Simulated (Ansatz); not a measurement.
GeS (model structure, started from the litharge type, P4/nmm, No. 129, 4 atoms in the cell) was calculated with LDA (plane waves, PAW; Ansatz, a program for electronic structure).

Run with plane-wave cutoff 520 eV, 14×14×10 k mesh (along the axes of the cell as run), Fermi–Dirac smearing 0.05 eV, scalar-relativistic PAW data made under PBE.

Cell (relaxed at this level):

```yaml
crystal:
  lattice:
    - [4.52533, 0.00000, 0.00000]
    - [0.00000, 4.52533, 0.00000]
    - [0.00000, 0.00000, 3.88038]
  atoms:
    - { symbol: Ge, position: [0.50000, 0.00000, 0.27581] }
    - { symbol: Ge, position: [0.00000, 0.50000, 0.72419] }
    - { symbol: S, position: [0.00000, 0.00000, 0.00000] }
    - { symbol: S, position: [0.50000, 0.50000, 0.00000] }
```

Q: Give the computed band gap, smallest direct gap on the k points sampled and direct gap at Γ.

A: 
* **band gap**: 0.05 eV (under three smearing widths, so not firm)
* **smallest direct gap on the k points sampled**: 0.30 eV
* **direct gap at Γ**: 2.06 eV

Note: the relaxation could raise the start's symmetry but not lower it, so the cell can be a saddle point.

Spin–orbit coupling is not included; it can close the smallest gap of 0.05 eV.

Computing time: about 40 core-seconds (a rough figure).

A model structure was made by putting elements into a prototype or built by hand; it is no filed structure, need not be a known phase, and can be a saddle point held by its symmetry.
